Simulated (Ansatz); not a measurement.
Structures of equal composition on the (111)B surface of 3C silicon carbide (C plane on top): 2x2 Si adatom at H3; 2x2 Si adatom at T1; 2x2 Si adatom at T4. The slabs share one bottom face, and each structure is named by its start. These are constructed structures in small cells; real faces may alloy, dewet or reconstruct in larger ones, and not all known structures of the face are among them. Slabs of about 11 Å, Fermi-Dirac smearing of 0.025 eV. Bottom of the slabs: H caps. Relaxed from the named starts with such symmetry as they have, on meshes of like density; energies extrapolated to zero smearing; spin only where a row says so; no spin-orbit coupling, no U. Brackets mark spin-polarised runs, whose order is one that fits the cell. Where a second, spin-polarised start was run, the lower counts.

Level of theory: PBE (plane waves to 420 eV, PAW; Ansatz, a program for electronic structure).

Problem. Rank these by energy per 1x1 cell (lowest first), as PBE gives it.

Solution. 2x2 Si adatom at H3 (0.000 eV), 2x2 Si adatom at T4 (0.289 eV, a narrow gap of 0.07 eV by band count), 2x2 Si adatom at T1 (0.677 eV, no gap on the mesh)
